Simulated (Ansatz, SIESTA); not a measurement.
## Code comparison for NiO2 (P1, 3 atoms in the cell)

Self-consistent single point, at a second geometry (atoms moved at random). First geometry:

```
CELL_PARAMETERS angstrom
      1.36768     0.78963     4.68419
     -1.36768     0.78963     4.68419
      0.00000    -1.57926     4.68419
ATOMIC_POSITIONS crystal
  Ni 0.00000 0.00000 0.00000
  O  0.73204 0.73204 0.73204
  O  0.26796 0.26796 0.26796
```

Second geometry:
```
CELL_PARAMETERS angstrom
      1.36768     0.78963     4.68419
     -1.36768     0.78963     4.68419
      0.00000    -1.57926     4.68419
ATOMIC_POSITIONS crystal
  Ni 0.98139 0.01813 0.99572
  O  0.71446 0.74484 0.74308
  O  0.30415 0.23703 0.26121
```

Shared settings, as Ansatz (a quantum-chemistry and plane-wave program) writes them: kpoints.mp_grid.grid = 14 14 14; scf.occupations.method = fixed. Potentials and cutoffs stand in the table.

```json
[
 {"code": "SIESTA", "model": "GGA PBEsol, numerical atomic orbitals TZP, PseudoDojo PBEsol standard norm-conserving potentials (rewritten from UPF to PSML)", "ΔF from the first geometry (meV/atom)": "59.3", "pressure (GPa)": "9.91", "largest force (eV/Å)": "3.091", "gap on the mesh (eV)": "0.849", "cutoff": "grid 350 Ry"},
 {"code": "Ansatz", "model": "PBEsol, PAW files made with PBE", "ΔF from the first geometry (meV/atom)": "59.4", "pressure (GPa)": "10.65", "largest force (eV/Å)": "2.959", "gap on the mesh (eV)": "0.908", "cutoff": "420 eV"}
]
```

Size of the force on each atom (eV/Å): Sizes of forces hide their directions.

```csv
code,Ni1,O2,O3
SIESTA,3.038,0.400,3.091
Ansatz,2.959,0.416,2.912
```

Gaps are read on the mesh.

The spread over the programs that give each value: ΔF from the first geometry within 0.1 meV/atom; pressure within 0.74 GPa; largest force within 0.132 eV/Å; gap on the mesh within 0.059 eV.

SIESTA uses small atom-centred bases, whose incompleteness enters pressures, forces and empty levels differently from a plane-wave cutoff. Ansatz's pressure is given at a fixed set of plane waves, as the other plane-wave codes print theirs; with its correction for the finite basis it is 11.20 GPa (the shift of 0.55 GPa shows how far the cutoff is from converged).

The starting cell comes from a database of computed structures (which also holds hypothetical and non-ambient phases and stackings), without a prior relaxation at this level. Its lattice was rescaled by a random factor within 2.5 % of one. For this run, on top of that: atoms moved at random.

Keys are those of Ansatz 0.2.
